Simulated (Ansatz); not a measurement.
Si (diamond structure), cut as (100) film, 6 layers, dimers on {100} faces where they fit, ended by OH. Cell contents Si24O8H8; atoms relaxed. k-points: Γ-centred 4×4×1 mesh; occupations: Fermi-Dirac, 0.020 eV; spin polarisation not allowed. Spin-orbit coupling is left out.

 The in-plane lattice is held at the bulk value.

**Question.** Give the electronic structure (gap or metallic character) at the level PBE in Ansatz (an electronic-structure program).

**Answer.** 
| Property | Value |
|---|---|
| electronic character | not metallic |
| Kohn-Sham band gap | 0.76 eV |
| change of bonding against the cut | none |
| number of neighbours within 2.833 Å (ending not counted) | 3 for 8 atoms, 4 for 16 atoms |
| mean Si-Si distance (least to greatest) | 2.384 Å (2.333 to 2.462) |
